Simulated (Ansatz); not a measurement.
The starting structures come from a database of crystals and need not be the phases stable at ambient conditions.

By PBEsol, the system below comes out a metal.

```xyz
2
Lattice="3.2348 0.0000 0.0000 -1.6174 2.8014 0.0000 0.0000 0.0000 3.1823" Properties=species:S:1:pos:R:3 pbc="T T T"
Mo     0.0000     0.0000     0.0000
P      0.0000     1.8676     1.5911
```

Space group of this cell: P-6m2. The cell is taken as given; by PBEsol its mean pressure is -4.5 GPa.

The current runs along the normal of the first two printed vectors, the (001) plane. All runs by Ansatz (a program for electronic structure), plane waves and PAW, without spin-orbit coupling; the base is PBEsol.

```
run                                                      mean pressure (GPa)  G/A, both spins (10¹⁵ S/m²)
-------------------------------------------------------  -------------------  ---------------------------
base                                                                    -4.5                         0.76
all lengths scaled by 0.98                                              10.9                         0.79
all lengths scaled by 1.02                                             -16.0                          [?]
lengths across the current scaled by 0.98, ions clamped                  4.5                         0.77
lengths across the current scaled by 1.02, ions clamped                -11.8                         0.75
lengths along the current scaled by 0.97, ions clamped                   4.2                          [?]
lengths along the current scaled by 1.03, ions clamped                 -11.6                          [?]
```

Q: Some entries are withheld; supply them.

A: 
- all lengths scaled by 1.02, G/A, both spins (10¹⁵ S/m²): 0.73
- lengths along the current scaled by 0.97, ions clamped, G/A, both spins (10¹⁵ S/m²): 0.78
- lengths along the current scaled by 1.03, ions clamped, G/A, both spins (10¹⁵ S/m²): 0.74
